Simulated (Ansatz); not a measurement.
We consider CsCl-type FeAl, described by LDA (Ansatz, a program for electronic structure, plane waves, PAW).

Run with plane-wave cutoff 520 eV, 16×16×16 k mesh, Fermi–Dirac smearing 0.1 eV, perturbation theory, no spin polarisation, scalar-relativistic PAW data made under PBE.

Computed at the level's own relaxed cell.

Harmonic phonon frequencies (cm⁻¹; i marks an imaginary mode):

```csv
q point,frequencies
Γ,[?]
X,[?]
M,113 113 282 304 415 415
```

**Question.** Some entries are withheld; supply them.

**Answer.** 
- Γ, frequencies: 0 0 0 368 368 368
- X, frequencies: 239 239 246 303 303 362

No imaginary mode appears at these points.
